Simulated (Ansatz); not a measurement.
For BaTiO3 (R3m, No. 160, 5 atoms in the cell; start COD 9014074), LDA in Ansatz (PAW) gives:

```
Property                   Result
-------------------  ------------
lattice constant a        5.576 Å
lattice parameter c       6.841 Å
cohesive energy      7.54 eV/atom
band gap                  2.15 eV
```

**Question.** What does r²SCAN+rVV10 (Ansatz, a first-principles code, plane waves, PAW) give for the same quantities?

**Answer.** 
- lattice constant a: 5.656 Å (goes up by 1.4 %)
- lattice parameter c: 6.954 Å (goes up by 1.7 %)
- cohesive energy: 6.63 eV/atom (shrinks by 0.91 eV/atom)
- band gap: 2.74 eV (rises by 0.59 eV)

Changes are worked out from the printed values.

Unless a cell is named, each level is at its own relaxed cell (LDA 12.28, r²SCAN+rVV10 12.84 Å³/atom).

Spin–orbit coupling is included only where a level's name says +SOC; with heavier elements it mostly lowers gaps and can invert bands. Density-functional gaps are differences of (generalised) Kohn–Sham levels.

Caveats: the relaxation could not lower the start's symmetry, so the cell can be a saddle point above a distorted one (LDA, r²SCAN+rVV10). Ansatz's density-functional and Hartree–Fock values are scalar-relativistic unless marked +SOC, with PAW data made under PBE.
